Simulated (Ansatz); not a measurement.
The starting structures come from a database of crystals and need not be the phases stable at ambient conditions.

Tunnelling through a barrier is set by its complex band structure: the current falls as exp(−2κd) with the smallest κ.

Here is the system:

```yaml
crystal:
  lattice:
    - [6.10970, 0.00000, 0.00000]
    - [0.00000, 7.95256, 0.00000]
    - [0.00000, 0.00000, 10.57120]
  atoms:
    - { symbol: Rb, position: [0.25000, 0.49967, 0.25123] }
    - { symbol: Rb, position: [0.75000, 0.50033, 0.74877] }
    - { symbol: Rb, position: [0.75000, 0.00033, 0.75123] }
    - { symbol: Rb, position: [0.25000, 0.99967, 0.24877] }
    - { symbol: Rb, position: [0.25000, 0.25173, 0.91675] }
    - { symbol: Rb, position: [0.75000, 0.74827, 0.08325] }
    - { symbol: Rb, position: [0.75000, 0.24827, 0.41675] }
    - { symbol: Rb, position: [0.25000, 0.75173, 0.58325] }
    - { symbol: Te, position: [0.25000, 0.25004, 0.58333] }
    - { symbol: Te, position: [0.75000, 0.74996, 0.41667] }
    - { symbol: Te, position: [0.75000, 0.24996, 0.08333] }
    - { symbol: Te, position: [0.25000, 0.75004, 0.91667] }
```

Space group of this cell: Pnma. The cell is taken as given; by PBEsol its mean pressure is -0.6 GPa.

Transport runs along the normal of the first two printed cell vectors.

The gap is the functional's own. No spin-orbit coupling. Mid-gap values are interpolated on the energy grid.

Predict the band gap and the smallest decay constant κ at mid-gap from PBEsol (Ansatz, a first-principles code).

Gap 1.32 eV on a 6×4×4 mesh; κ = 0.158 1/Å, at the zone centre.
